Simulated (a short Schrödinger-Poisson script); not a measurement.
System: single In0.2Ga0.8As/GaAs quantum well.

```tsv
layer	material	thickness (nm)
1	GaAs	20
2	In0.2Ga0.8As	5
3	GaAs	20
```

The device is made up for the run: typed textbook-type constants, with dimensions and the other settings drawn at random. In0.2Ga0.8As: direct gap (eV) 1.224, conduction-band edge (eV) 0, electron mass (mₑ) 0.059, heavy-hole mass 0.37, light-hole mass 0.08. GaAs: direct gap (eV) 1.424, conduction-band edge (eV) 0.13, electron mass (mₑ) 0.067, heavy-hole mass 0.377, light-hole mass 0.09.

The valence-band edge of each layer lies one gap below its conduction-band edge. The electron's potential energy rises along the stack by the applied field. Mesh 0.03 nm at interfaces.

Question: Estimate e1 and hh1 for infinitely high walls at zero field, and compare with the finite well.

Answer: ħ²π²/(2mL²) gives 254.9 meV for the electron and 40.7 meV for the heavy hole. The finite well gives 62.1 and 17.8 meV, 0.24 and 0.44 of the estimates, as the states reach into the barriers (26 % of e1 lies outside the well).

From a short Schrödinger-Poisson script (our own, NumPy): one-band effective-mass equation with BenDaniel-Duke matching, electrons, heavy and light holes apart, hard walls at the outer ends, one valence edge for both holes (no strain splitting), no charge, excitons, band mixing or non-parabolicity; under a field the levels are quasi-bound states of a box, listed while three quarters of their weight lies within 4 nm of the wells.
